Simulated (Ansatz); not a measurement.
System: Ni3InN (Pm-3m, No. 221, 5 atoms in the cell; start mp-1070713). Method: PBEsol in Ansatz (PAW).

Settings: plane-wave cutoff 520 eV, 14×14×14 k mesh, Fermi–Dirac smearing 0.05 eV, no spin polarisation, scalar-relativistic PAW data made under PBE.

Cell (relaxed at this level):

```
InNi3N
1.0
    3.81891     0.00000     0.00000
    0.00000     3.81891     0.00000
    0.00000     0.00000     3.81891
In Ni N
1 3 1
Direct
  0.00000   0.00000   0.00000
  0.50000   0.50000   0.00000
  0.00000   0.50000   0.50000
  0.50000   0.00000   0.50000
  0.50000   0.50000   0.50000
```

Task: Estimate the bulk modulus B0 that the calculation returns.

Result: 
bulk modulus B0: 210 GPa

Note: the run has no spin polarisation, so it can have missed a magnetic state; the bulk modulus is −V dP/dV from two relaxed cells at ±2 % in volume; the relaxation could not lower the start's symmetry, so the cell can be a saddle point above a distorted one.

Spin–orbit coupling is not included; it can open a gap where bands touch, and shift volumes and moduli.

Static lattice: no zero-point or thermal effects.

A start named mp-… is a Materials Project structure, which need not be a measured phase.

Ansatz is a first-principles code.
